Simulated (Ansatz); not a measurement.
Corundum Ga₂O₃ (metastable phase) was calculated with rVV10 (PAW; Ansatz, a quantum-chemistry and plane-wave program).

Settings: plane-wave cutoff 520 eV, 8×8×8 k mesh, Fermi–Dirac smearing 0.01 eV, scalar-relativistic PAW data made under PBE.

Results at a series of volumes:

```
V (Å³/atom)  E − E_lowest (meV/atom)  P (GPa)
-----------  -----------------------  -------
9.778                          10.78     8.79
9.982                           2.60     4.16
10.185                          0.00     0.01
10.389                          2.38    -3.70
10.593                          9.23    -7.01
```

Question: Estimate the bulk modulus and its pressure derivative from these points.

Answer: V0 = 10.186 Å³/atom, B0 = 196 GPa, B′ = 4.6 (fit to the energies at full precision).

Shape and atoms are relaxed at each volume.

Measured, for comparison: bulk modulus 220 ± 9 GPa (room temperature, no zero-point or thermal correction, equation of state from high-pressure X-ray diffraction, our sources range from 220 to 252; as tabulated in Phys. Rev. B 77, 094123 (2008), gallium oxide under pressure (UNLV record)). Computed (rounded) less measured: bulk modulus not scored (sources differ).

Note: the bulk modulus comes from volumes at which shape and atoms were relaxed.

Computed values are for the static lattice.
